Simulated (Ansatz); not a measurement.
Ansatz (an electronic-structure program) run on LaNi₄Sn₂ (I4/mcm, 14 atoms in the cell): relaxation of cell and atoms.

Level of theory: PBEsol, default PAW files made with PBE (plane waves; Ansatz).

```
CELL_PARAMETERS angstrom
     -3.88512     3.88512     3.96322
      3.88512    -3.88512     3.96322
      3.88512     3.88512    -3.96322
ATOMIC_POSITIONS crystal
  La 0.25000 0.25000 0.00000
  La 0.75000 0.75000 0.00000
  Ni 0.30206 0.80206 0.77620
  Ni 0.69794 0.19794 0.22380
  Ni 0.80206 0.02586 0.50000
  Ni 0.19794 0.97414 0.50000
  Ni 0.02586 0.52586 0.22380
  Ni 0.97414 0.47414 0.77620
  Ni 0.52586 0.30206 0.50000
  Ni 0.47414 0.69794 0.50000
  Sn 0.34079 0.84079 0.18158
  Sn 0.65921 0.15921 0.81842
  Sn 0.84079 0.65921 0.50000
  Sn 0.15921 0.34079 0.50000
```

Reference input (self-consistent single point, DFT, PBEsol, plane waves, default PAW files made with PBE): basis.ecutwfc = 420 eV; kpoints.mp_grid.grid = 4 4 4; hamiltonian.xc = pbesol; hamiltonian.pseudopotentials = {kind: paw} (the program's default PAW files); scf.occupations.method = fermi_dirac; scf.occupations.width = 0.1 eV. This run's input differs from it in these lines:

Ansatz 0.2 input:
```diff
@@ -21,3 +21,3 @@
 basis:
-  ecutwfc: 420.0
+  ecutwfc: 250.0
 kpoints:
@@ -29,2 +29,4 @@
   occupations: { method: fermi_dirac, width: 0.1 }
+relax:
+  cell: {}
 output:
```

The program printed (abridged):

```
   [... SCF lines of the steps left out ...]
relax step   1: F+E_penalty+E_count = -82545.93116600 eV  Δ(F+E_penalty+E_count) = +0.000e0 eV  max|allowed force component| = 5.572e-2 eV/Å  Δτ_max = 0.0000 Å  P = -3.870 GPa  Ω = 239.286 Å³  (9 SCF iters, dr2 threshold 1.00e-7 eV, accepted)
relax step   2: F+E_penalty+E_count = -82551.35608703 eV  Δ(F+E_penalty+E_count) = -5.425e0 eV  max|allowed force component| = 1.787e-2 eV/Å  Δτ_max = 0.0147 Å  P = +21.531 GPa  Ω = 229.475 Å³  energy of the carried Pulay correction = +5.966e0 eV  [...]
   [... lines left out ...]
relax step  78: F+E_penalty+E_count = -82546.10043397 eV  Δ(F+E_penalty+E_count) = +5.978e-3 eV  max|allowed force component| = 2.116e-3 eV/Å  Δτ_max = 0.0001 Å  P = -0.016 GPa  Ω = 231.461 Å³  energy of the carried Pulay correction = -5.987e-3 eV  [...]
relax step  79: F+E_penalty+E_count = -82546.11852310 eV  Δ(F+E_penalty+E_count) = -1.809e-2 eV  max|allowed force component| = 2.796e-3 eV/Å  Δτ_max = 0.0000 Å  P = -0.013 GPa  Ω = 231.461 Å³  stress off target by 3.71e-2 GPa  SCF on the basis [...]
basis re-selected at this cell: Δ(F+E_penalty+E_count) = -1.809e-2 eV, ΔP = +0.003 GPa vs the last step
the relaxation is at rest under the 16 symmetry operations that the run kept from its start: a minimum is not shown …
Free energy (F): -82546.118523 eV
Internal energy: -82545.808682 eV  (E = F + TS)
E sigma→0 (E₀):  -82545.963603 eV
Entropy (-TS):   -0.309841 eV (-22.131 meV/atom)
Fermi energy:    15.444346 eV
--- Forces (eV/Å), atoms counted from 1 ---
  atom   1  La     0.00000000    -0.00000000     0.00000000
   [... lines left out ...]
  cell:  # Å, volume = 231.4610 Å³
   [... lines left out ...]
    - { symbol: Sn, position: [0.3400626502999814, 0.8400626502999812, 0.18012530059996257] }
    - { symbol: Sn, position: [0.6599373497000182, 0.15993734970001855, 0.8198746994000369] }
    - { symbol: Sn, position: [0.8400626502999813, 0.6599373497000185, 0.4999999999999998] }
    - { symbol: Sn, position: [0.15993734970001858, 0.34006265029998106, 0.4999999999999997] }
```

The run converged.  The full log also holds: “iter 5 did not close the SCF: its close was put off for the readings that it lacked (scf_convergence_deferred on its scf_iter line)”. The full log also holds: “iter 5 did not close the SCF: its close was put off for the readings that it lacked (scf_convergence_deferred on its scf_iter line)”.

Summary of the result:
```
Property                                                                                     Result
-----------------------------------------------  --------------------------------------------------
Free energy E − TS (on the zero of these files)                                      -82546.1185 eV
Fermi level (on the code's own zero)                                                       15.44 eV
Pressure                                                                                  -0.01 GPa
Largest force (vector length)                                                            0.003 eV/Å
Final cell                                       a = b = c = 6.7025 Å, α = β = 110.73°, γ = 106.98°
Final volume per atom                                                                      16.53 Å³
Relaxation steps                                                                                 79
```

The starting cell comes from a database of computed structures (which also holds hypothetical and non-ambient phases and stackings), without a prior relaxation at this level. Spin polarisation is off. The relaxation keeps the symmetry of its start, so its end need not be a minimum. Ansatz's pressure includes its estimate of the finite-basis (Pulay) stress. Without the estimate this run gives -98.39 GPa. The cutoff lies below the one recommended for these files.

Cost on one core of a shared machine: roughly 10 min.
